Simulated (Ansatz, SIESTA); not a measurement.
# Code comparison for NiS (R3m, 6 atoms in the cell)

Self-consistent single point.

```yaml
crystal:
  lattice:
    - [4.78826, 2.76450, 1.05011]
    - [-4.78826, 2.76450, 1.05011]
    - [0.00000, -5.52900, 1.05011]
  atoms:
    - { symbol: Ni, position: [0.65964, 0.39689, 0.39689] }
    - { symbol: Ni, position: [0.39689, 0.65964, 0.39689] }
    - { symbol: Ni, position: [0.39689, 0.39689, 0.65964] }
    - { symbol: S, position: [0.78349, 0.11926, 0.11926] }
    - { symbol: S, position: [0.11926, 0.78349, 0.11926] }
    - { symbol: S, position: [0.11926, 0.11926, 0.78349] }
```

Shared settings, as Ansatz (an electronic-structure program) writes them: kpoints.mp_grid.grid = 7 7 7; scf.occupations.method = fermi_dirac; scf.occupations.width = 0.136 eV. Potentials and cutoffs stand in the table.

```
code                                                                                                                         model  pressure (GPa)  largest force (eV/Å)       cutoff
------  --------------------------------------------------------------------------------------------------------------------------  --------------  --------------------  -----------
Ansatz                                                                                       LDA (PW92)+U, PAW files made with PBE          -11.63                 0.362      default
SIESTA  LDA PW92+U, numerical atomic orbitals DZP, PseudoDojo LDA standard norm-conserving potentials (rewritten from UPF to PSML)          -13.42                 0.246  grid 400 Ry
```

Size of the force on each atom (eV/Å): Sizes of forces hide their directions.

```
code      Ni1    Ni2    Ni3     S4     S5     S6
------  -----  -----  -----  -----  -----  -----
Ansatz  0.319  0.319  0.319  0.362  0.362  0.362
SIESTA  0.118  0.118  0.118  0.246  0.246  0.246
```

Hubbard term: [{species: Ni, l: d, u_eff: 5.0}] eV.

On Ansatz's run: spin polarisation is off, so a magnetic state, if there is one, cannot be reached. The U value is a test value, and with U on an open shell several self-consistent states can exist.

The spread over the programs that give each value: pressure within 1.79 GPa; largest force within 0.116 eV/Å.

SIESTA uses small atom-centred bases, whose incompleteness enters pressures, forces and empty levels differently from a plane-wave cutoff. Ansatz's pressure is given at a fixed set of plane waves, as the other plane-wave codes print theirs; with its correction for the finite basis it is -11.56 GPa. The same U acts on different projectors in each program, which moves gaps, moments and pressures.

The starting cell comes from a database of computed structures (which also holds hypothetical and non-ambient phases and stackings), without a prior relaxation at this level. Its lattice was rescaled by a random factor within 2.5 % of one.

Keys are those of Ansatz 0.2.
